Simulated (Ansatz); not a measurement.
# Pressure series in ScAl3

Base system: ScAl$_{3}$ in the Cu3Au type structure (space group Pm-3m, No. 221).

```cif
data_Al3Sc
_chemical_formula_sum 'Sc1 Al3'
_space_group_name_H-M_alt 'Pm-3m'
_space_group_IT_number 221
_space_group_name_Hall '-P 4 2 3'
_cell_length_a 4.07177
_cell_length_b 4.07177
_cell_length_c 4.07177
_cell_angle_alpha 90.000
_cell_angle_beta 90.000
_cell_angle_gamma 90.000
loop_
_atom_site_label
_atom_site_type_symbol
_atom_site_symmetry_multiplicity
_atom_site_Wyckoff_symbol
_atom_site_fract_x
_atom_site_fract_y
_atom_site_fract_z
_atom_site_occupancy
Sc1 Sc 1 a 0.00000 0.00000 0.00000 1
Al1 Al 3 c 0.00000 0.50000 0.50000 1
```

Cell and atoms are relaxed at each pressure.

All numbers come from PBEsol (Ansatz, a first-principles code), no spin-orbit coupling.

Notes on the quantities. enthalpy: H = E + PV relative to the base's energy.

```json
[
 {"variant": "base", "enthalpy": "–", "shortest interatomic distance": "2.879 Å"},
 {"variant": "pressure −2 GPa", "enthalpy": "-0.21 eV/atom", "shortest interatomic distance": "2.901 Å"},
 {"variant": "pressure −1 GPa", "enthalpy": "-0.11 eV/atom", "shortest interatomic distance": "2.890 Å"},
 {"variant": "pressure 0.9 GPa", "enthalpy": "+0.09 eV/atom", "shortest interatomic distance": "…"},
 {"variant": "pressure 2.1 GPa", "enthalpy": "+0.22 eV/atom", "shortest interatomic distance": "2.858 Å"},
 {"variant": "pressure 4.5 GPa", "enthalpy": "+0.46 eV/atom", "shortest interatomic distance": "2.837 Å"},
 {"variant": "pressure 9 GPa", "enthalpy": "+0.91 eV/atom", "shortest interatomic distance": "2.801 Å"},
 {"variant": "pressure 15 GPa", "enthalpy": "+1.48 eV/atom", "shortest interatomic distance": "…"},
 {"variant": "pressure 22.5 GPa", "enthalpy": "+2.16 eV/atom", "shortest interatomic distance": "2.718 Å"},
 {"variant": "pressure 30 GPa", "enthalpy": "+2.81 eV/atom", "shortest interatomic distance": "2.681 Å"}
]
```

Problem. Fill in the withheld entries from the trend.

Solution. 
- pressure 0.9 GPa, shortest interatomic distance: 2.870 Å
- pressure 15 GPa, shortest interatomic distance: 2.760 Å

Load acts through the strain it causes; cell and atoms are relaxed under it. Stability against distortions was not tested. No other phases were tried under pressure. The final runs are not spin-polarised.
